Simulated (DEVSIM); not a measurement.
Device: Cr/HfO2/n-Ge capacitor, at 400 K.

```csv
layer (left to right),material,thickness (nm),Nd (cm⁻³)
1,HfO2,3.30,-
2,Ge,1700,1.2e17
```

Metal gate on the left, work function 4.5 eV. Fixed charge at the semiconductor interface 5.6e11 cm⁻² (in units of +e); no interface traps.

Constants are typed, rounded textbook-type inputs, not results; the design itself was drawn at random and stands for no fabricated device. Values at 300 K; Nc and Nv go as T^1.5, mobilities as T to minus their exponent, the gap by Varshni's rule with the affinity fixed.

```
parameter         HfO2        Ge
----------------  ----  --------
gap (eV)           5.7     0.664
affinity (eV)      2.5         4
permittivity        22        16
Nc (cm⁻³)            -   1.04e19
Nv (cm⁻³)            -      6e18
Varshni α (eV/K)     -  0.000477
Varshni β (K)        -       235
```

Model (solved in DEVSIM): 1D Poisson equation in equilibrium, Boltzmann statistics, complete ionisation; no quantum confinement or tunnelling. Metal contacts follow the ideal Schottky-Mott rule: no Fermi-level pinning, no interface dipoles.

The substrate doping was swept, all else fixed.

```
substrate doping (cm^-3)  minimum of the low-frequency capacitance (μF/cm²)  flat-band voltage (V)  threshold voltage (band bending 2φF) (V)
------------------------  -------------------------------------------------  ---------------------  ----------------------------------------
6e15                                                                  0.145                   0.21                                      0.11
1.2e16                                                                0.161                   0.24                                      0.08
2.4e16                                                                    ?                   0.26                                         ?
6e16                                                                  0.226                   0.29                                      0.02
1.2e17                                                                0.281                   0.32                                     -0.01
2.4e17                                                                0.347                   0.34                                     -0.05
```

Question: Some entries are withheld; supply them.

Answer: 
- 2.4e16, minimum of the low-frequency capacitance (μF/cm²): 0.181
- 2.4e16, threshold voltage (band bending 2φF) (V): 0.06
